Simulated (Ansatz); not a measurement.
The starting structures come from a database of crystals and need not be the phases stable at ambient conditions.

Consider the following.

```xyz
8
Lattice="6.8823 0.0432 0.0000 -3.2926 6.0437 0.0000 1.7948 3.0435 5.9062" Properties=species:S:1:pos:R:3 pbc="T T T"
Tl    -0.7489     4.5436     2.9531
Tl     4.3385     1.5433     2.9531
Cd     1.7948     3.0435     0.0000
Ge     0.0000     0.0000     0.0000
Te     2.6259     0.3079     0.0000
Te     4.5722     7.7530     3.8007
Te    -1.0013     2.4470     0.0000
Te     2.7773     4.7095     2.1055
```

The cell was relaxed by PBE-D3(BJ); by r2SCAN it stands under a pressure of 1.2 GPa.

Transport runs along the normal of the first two printed cell vectors, the (110) plane of the conventional cell.

The gap is the functional's own, uncorrected, and κ follows it; spin-orbit coupling is left out. Mid-gap means the computed energy nearest the middle.

Question: Give the band gap and the smallest decay constant κ at mid-gap that r2SCAN in Ansatz (a program for electronic structure) yields.

Answer: Gap 0.27 eV on a 6×6×6 mesh; κ = 0.076 1/Å, at (0.333, 0.333) of the in-plane reciprocal vectors. At the zone centre the slowest state has κ = 0.15 1/Å.
